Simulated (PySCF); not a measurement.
PySCF 2.14.0, R2SCAN/def2-svp, df: CC(=O)C[C@H](F)[SiH3], 16 atoms. The geometry is a generated start, not checked to be a minimum at this level.

```json
{
  "task": "energy and gradient",
  "method": "r2scan",
  "basis": "def2-svp",
  "two_electron_scheme": "density fitting",
  "mol.max_memory": "7000 MB",
  "mf.init_guess": "minao (default)",
  "mf.DIIS": "CDIIS (default)",
  "mf.diis_space": "8 (default)",
  "mf.conv_tol": "1e-09 (default)",
  "basis functions (reference run)": "147",
  "grid points (reference run)": "1297528"
}
```

```xyz
16

C      2.3452     0.2997    -0.7996
C      1.4245    -0.7686    -0.2722
O      1.5652    -1.9518    -0.5833
C      0.2818    -0.3349     0.6139
C     -0.9115     0.0419    -0.2501
F     -0.6159     1.2329    -0.8575
Si    -2.5207     0.2553     0.6646
H      3.1929    -0.1671    -1.3091
H      1.8101     0.9347    -1.5088
H      2.7282     0.8989     0.0301
H      0.6164     0.5049     1.2336
H      0.0538    -1.1689     1.2888
H     -1.0521    -0.6908    -1.0523
H     -2.9108    -1.0225     1.3167
H     -2.3862     1.2780     1.7363
H     -3.6208     0.6582    -0.2510
```
Charge 0, spin multiplicity 1.

Yardstick: the run with mf.grids.level = 8, which is not proven converged either. Single runs; times are not shown.

Measured:

```json
[
 {"setting": "the reference", "grid points": "1297528", "energy against the reference": "—", "difference in forces (largest component)": "—"},
 {"setting": "mf.grids.level = 6", "grid points": "754896", "energy against the reference": "−0.0066 meV/atom", "difference in forces (largest component)": "4.9 meV/Å"},
 {"setting": "mf.grids.level = 5", "grid points": "514184", "energy against the reference": "+0.0054 meV/atom", "difference in forces (largest component)": "3.8 meV/Å"},
 {"setting": "mf.grids.level = 4", "grid points": "341824", "energy against the reference": "+0.0092 meV/atom", "difference in forces (largest component)": "13 meV/Å"},
 {"setting": "mf.grids.level = 2", "grid points": "127920", "energy against the reference": "−0.31 meV/atom", "difference in forces (largest component)": "55 meV/Å"},
 {"setting": "mf.grids.level = 1", "grid points": "59864", "energy against the reference": "+0.80 meV/atom", "difference in forces (largest component)": "200 meV/Å"},
 {"setting": "mf.grids.level = 0", "grid points": "13720", "energy against the reference": "+170 meV/atom", "difference in forces (largest component)": "1800 meV/Å"}
]
```

### Question
Predict the row for mf.grids.level = 3 (default).

### Answer
grid points: 192272; energy against the reference: +0.030 meV/atom; difference in forces (largest component): 22 meV/Å. Total energies are compared; such shifts often cancel in part in energy differences. The gradients leave out the derivatives of the grid weights.
